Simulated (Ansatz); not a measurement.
Pressure series in hypothetical simple cubic Ag

Consider Ag in the simple cubic structure (space group Pm-3m, No. 221; a = 2.750 Å; a hypothetical phase, not in the database extracts checked).

Cell and atoms are relaxed at each pressure.

Levels (all Ansatz, a program for electronic structure, PAW): PBE (420 eV, spin-orbit coupling left out); PBEsol (420 eV, without spin-orbit coupling).

The base cell above is that of PBE; each level relaxes its own structures.

```
case              volume per atom, PBE  volume per atom, PBEsol
----------------  --------------------  -----------------------
pressure −2 GPa               21.51 Å³                 19.83 Å³
pressure −1 GPa               21.14 Å³                 19.58 Å³
pressure 0.3 GPa              20.71 Å³                 19.28 Å³
pressure 0.7 GPa              20.59 Å³                 19.20 Å³
pressure 1.5 GPa              20.37 Å³                 19.04 Å³
pressure 3 GPa                19.99 Å³                 18.76 Å³
pressure 5 GPa                19.54 Å³                 18.42 Å³
pressure 7.5 GPa              19.06 Å³                 18.05 Å³
pressure 10 GPa               18.65 Å³                 17.72 Å³
```

PBE lies above PBEsol in every row, by 0.93 Å³ to 1.68 Å³. They put the cases in the same order.

Load acts through the strain it causes; cell and atoms are relaxed under it. Whether these cells are dynamically stable was not tested. No other phases were tried under pressure.
